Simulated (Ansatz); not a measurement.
Results of r²SCAN0 (plane waves, PAW; Ansatz, a program for electronic structure) for BaH₂ (P6₃/mmc, No. 194, 6 atoms in the cell; start mp-1182102; a measured phase of this formula has another space group).

Run with plane-wave cutoff 520 eV, 6×6×4 k mesh (along the axes of the cell as run), Fermi–Dirac smearing 0.01 eV, scalar-relativistic PAW data made under PBE.

Cell (relaxed with PBEsol):

```cif
data_H4Ba2
_chemical_formula_sum 'Ba2 H4'
_space_group_name_H-M_alt 'P 1'
_space_group_IT_number 1
_cell_length_a 4.38409
_cell_length_b 4.38409
_cell_length_c 5.79283
_cell_angle_alpha 90.000
_cell_angle_beta 90.000
_cell_angle_gamma 120.000
loop_
_space_group_symop_operation_xyz
  'x, y, z'
loop_
_atom_site_label
_atom_site_type_symbol
_atom_site_fract_x
_atom_site_fract_y
_atom_site_fract_z
_atom_site_occupancy
Ba1 Ba 0.66667 0.33333 0.75000 1
Ba2 Ba 0.33333 0.66667 0.25000 1
H1 H 0.33333 0.66667 0.75000 1
H2 H 0.66667 0.33333 0.25000 1
H3 H 0.00000 0.00000 0.50000 1
H4 H 0.00000 0.00000 0.00000 1
```

Problem. Predict the band gap, smallest direct gap on the k points sampled and direct gap at Γ.

Solution. 
band gap: 3.82 eV
smallest direct gap on the k points sampled: 4.70 eV
direct gap at Γ: 4.93 eV

Note: cell and atoms aren't relaxed at this level (pressure 2.0 GPa).

Spin–orbit coupling is not included.

Static lattice: no zero-point or thermal effects.

It cost roughly 3 core-minutes of CPU time.

A start named mp-… is a Materials Project structure, which need not be a measured phase.
